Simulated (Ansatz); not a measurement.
Consider interstitial Na in bixbyite In2O3, charge state +1. The step: one Na atom jumps by itself; the atom moves 2.15 Å along (-0.12, -0.12, -0.12) of the unit cell; the moving atom starts with neighbours 3 In at 2.62, In at 2.63; 3 O at 2.30, 3 O at 2.35 Å and ends with 6 In at 2.73; 6 O at 2.27 Å. DFT values are from Ansatz (plane-wave PAW, 420 eV unless said) in a cell of 80 host sites, spin-restricted, static, with no finite-size correction. The charge state is imposed; whether it is stable for some Fermi level was not computed. Sites that were not tried may lie lower. For the PBE band: the saddle point's order was not checked, and it lies on a symmetry element of the cell, where a band can be held.

| Level | Forward barrier (eV) | Cost of the band or of the saddle's single point |
|---|---|---|
| CHGNet universal potential (has no charge state), its own band | 0.45 | - |
| PBE, one k-point at (0.250, 0.250, 0.250), band relaxed | 0.59 | roughly 20 core-minutes |
| PBE, a 2×2×2 k-point mesh shifted by half a step, same geometries | 0.59 | very roughly 4 core-minutes |
| r2SCAN at 500 eV, one k-point at (0.250, 0.250, 0.250), same geometries | ? | around 2.2 core-minutes (rough) |

Task: Complete the blanks.

Result: 
- r2SCAN at 500 eV, one k-point at (0.250, 0.250, 0.250), same geometries, Forward barrier (eV): 0.60

Ansatz is an electronic-structure program.
